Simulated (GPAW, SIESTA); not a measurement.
A GPAW input for a self-consistent single point of Br (Cmce, 4 atoms in the cell) (DFT PBE, plane waves, GPAW PAW datasets PBE (gpaw-data 1.0.1)):

```python
from ase import Atoms
from ase.units import GPa
from gpaw import GPAW

atoms = Atoms(['Br', 'Br', 'Br', 'Br'],
              cell=[[2.240224, -3.335334, 0.000000],
                    [2.240224, 3.335334, 0.000000],
                    [0.000000, 0.000000, 8.720872]],
              positions=[[3.857666, -0.000000, 7.752855],
                         [2.863006, -0.000000, 3.392419],
                         [1.617442, -0.000000, 5.328453],
                         [0.622782, -0.000000, 0.968017]],
              pbc=True)

calc = GPAW(mode={'name': 'pw', 'ecut': 600},
            xc='PBE',
            kpts={'size': (5, 5, 2), 'gamma': True},
            occupations={'name': 'fermi-dirac', 'width': 0.01},
            nbands=-6,
            convergence={'density': 1e-05, 'energy': 1e-05, 'bands': -4},
            symmetry={'symmorphic': False, 'tolerance': 0.0005},
            maxiter=120,
            txt='-')

atoms.calc = calc

energy = atoms.get_potential_energy()
print('Energy (eV):', round(energy, 6))
forces = atoms.get_forces()
print('Forces (eV/Ang):')
print(forces.round(5))
stress = atoms.get_stress()
print('Stress (GPa, Voigt):', (stress / GPa).round(4))
```

Question: Write the same calculation as an input for SIESTA.

Answer: One input that does it (others would too):

```
# files in the folder: Br.psml (PseudoDojo PBE standard)
SystemName  Br
SystemLabel siesta

NumberOfAtoms                4
NumberOfSpecies              1
%block ChemicalSpeciesLabel
  1 35 Br
%endblock ChemicalSpeciesLabel
LatticeConstant              1.0 Ang
%block LatticeVectors
     2.240224000   -3.335334000   -0.000000000
     2.240224000    3.335334000    0.000000000
     0.000000000    0.000000000    8.720872000
%endblock LatticeVectors
AtomicCoordinatesFormat      Fractional
%block AtomicCoordinatesAndAtomicSpecies
     0.861000000    0.861000000    0.889000000  1
     0.639000000    0.639000000    0.389000000  1
     0.361000000    0.361000000    0.611000000  1
     0.139000000    0.139000000    0.111000000  1
%endblock AtomicCoordinatesAndAtomicSpecies

XC.functional                GGA
XC.authors                   PBE
PAO.BasisSize                DZP
PAO.EnergyShift              0.01 Ry
MeshCutoff                   350 Ry
%block kgrid.MonkhorstPack
    5   0   0  0.0
    0   5   0  0.0
    0   0   2  0.0
%endblock kgrid.MonkhorstPack
OccupationFunction           FD
ElectronicTemperature        0.01 eV

MaxSCFIterations             150
SCF.Mixer.Method             Broyden
SCF.Mixer.Weight             0.1
SCF.Mixer.History            8
SCF.DM.Tolerance             1.0E-05
Diag.ParallelOverK           true
WriteForces                  true
```

Basis, cutoffs, solver keys and any potentials are the target program's own. This input uses DFT, GGA PBE, numerical atomic orbitals DZP, PseudoDojo PBE standard norm-conserving potentials (rewritten from UPF to PSML).

The starting cell has typed, rounded lattice constants, without a prior relaxation at this level. Its lattice was rescaled by a random factor within 2.5 % of one.
